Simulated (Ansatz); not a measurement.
# What Se on a Te site does to TiTe2

The reference is a 9-atom supercell of TiTe2 in the CdI2 type structure (space group P-3m1, No. 164; a = 3.697 Å, c = 6.384 Å; layered, stacked along the Cartesian z axis) at its relaxed geometry.

Now apply this change: one Te atom is replaced by Se, atoms relaxed at fixed cell, starting from a slightly rattled geometry.

Computed with PBE-D3(BJ) (Ansatz, a program for electronic structure; PAW; 420 eV plane waves; no spin-orbit coupling). Γ-centred 7×7×7 mesh, Fermi–Dirac width 0.05 eV.

```json
[
 {"quantity": "largest displacement of a host atom from its site in the perfect cell", "base": "–", "changed": "0.07 Å", "shift": "–"},
 {"quantity": "shift of the substituted atom off its lattice site", "base": "–", "changed": "0.23 Å", "shift": "–"}
]
```

The cell is small, so the values are those of an ordered compound at a high defect concentration; dilute-limit values will differ. The final runs are not spin-polarised. The defect cell is not spin-polarised.
